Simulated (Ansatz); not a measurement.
**SiC: response to strain**

Take SiC in the zinc blende structure (space group F-43m, No. 216) as the base.

```
SiC
1.0
    0.00000     2.17817     2.17817
    2.17817     0.00000     2.17817
    2.17817     2.17817     0.00000
C Si
1 1
Cartesian
  3.26725   3.26725   3.26725
  0.00000   0.00000   0.00000
```

Cartesian axes are those of the cell as printed.

Strains are applied to the cell and any free atomic positions relax.

All numbers come from DFT with r2SCAN, PAW potentials and a 500 eV plane-wave cutoff in Ansatz (a program for electronic structure), no spin-orbit coupling.

Candidates:
(a) isotropic strain −1.24 %
(b) strain tensor (xx, yy, zz, yz, xz, xy) = (−1.19, −0.49, −2.05, −0.39, +0.02, +0.63) %
(c) isotropic strain −4.37 %

Before the change:

- Band gap: 1.71 eV

**Question.** Order them by band gap, lowest first.

**Answer.** (b) strain tensor (xx, yy, zz, yz, xz, xy) = (−1.19, −0.49, −2.05, −0.39, +0.02, +0.63) % (1.52 eV), (c) isotropic strain −4.37 % (1.61 eV), (a) isotropic strain −1.24 % (1.69 eV)

Stability against distortions was not tested.
